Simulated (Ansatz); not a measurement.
The parent structure is Cs₂SnI₆ (space group Fm-3m, No. 225; a = 11.550 Å). Axes: x, y, z lie along the cube axes.

Calculations: Kohn–Sham DFT with the PBEsol functional, run in Ansatz (a quantum-chemistry and plane-wave program) with PAW and 420 eV plane waves, scalar-relativistic without spin-orbit coupling.

Base values:

| Property | Result |
|---|---|
| Pressure | 0.0 GPa |
| Band gap | zero |
| Shortest interatomic distance | 2.870 Å |

The change: a pure shear with ε_xy = ε_yx = -0.0354; the atoms relax in the strained cell.

Q: Estimate the effect on the pressure, energy relative to the base, band gap, shortest interatomic distance and largest internal atomic displacement.

A: The pressure (mean of the normal stresses, compression positive) hardly moves (0.0 GPa against 0.1 GPa); the energy rises by 5.4 meV/atom; the band gap stays zero; the shortest interatomic distance drops by 0.004 Å to 2.866 Å; the largest internal atomic displacement is 0.072 Å.

Spin-orbit coupling, missing from the scalar runs, can matter with I. No phonon test of stability was made. All final runs are without spin polarisation. A zero or small gap of Cs2SnI6 can be the functional's error rather than a property of the material.
